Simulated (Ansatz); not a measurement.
# Hypothetical P4/nmm Hf2C: response to strain

The parent structure is Hf2C (space group P4/nmm, No. 129; a = 3.6000 Å, c = 6.8066 Å; a hypothetical phase, not in the database extracts checked). Axes: x, y, z lie along a, b, c of the conventional cell.

Strains are applied to the cell and any free atomic positions relax; under biaxial strain the out-of-plane vector relaxes too; under stress the whole cell relaxes.

Method: Ansatz (a program for electronic structure) PBE-D3(BJ), no SOC.

Notes on the quantities. energy relative to the base: free energy F; pressure: mean of the normal stresses, compression positive.

```tsv
change	energy relative to the base	pressure	shortest interatomic distance	space group
base	0 meV/atom	0.0 GPa	2.448 Å	P4/nmm (No. 129)
biaxial strain −0.86 %, plane normal [001], relaxed out of plane	–	2.2 GPa	2.454 Å	P4/nmm (No. 129)
isotropic strain −2.34 %	+42 meV/atom	14.3 GPa	2.388 Å	P4/nmm (No. 129)
uniaxial strain ε_yy = −1.59 %	+3.0 meV/atom	2.8 GPa	2.444 Å	Pmmn (No. 59)
uniaxial stress, 3 GPa compression along z	+1.2 meV/atom	–	2.430 Å	P4/nmm (No. 129)
```

Without a gap, meshes like the base's 13×13×7 leave anisotropic stresses uncertain by several tenths of a GPa, and small strain energies with them. Beyond what the load breaks, stability against distortions was not tested. The final runs are not spin-polarised. The program warned that a D3 coordination switch lies within reach, so dispersion energies are less smooth here.
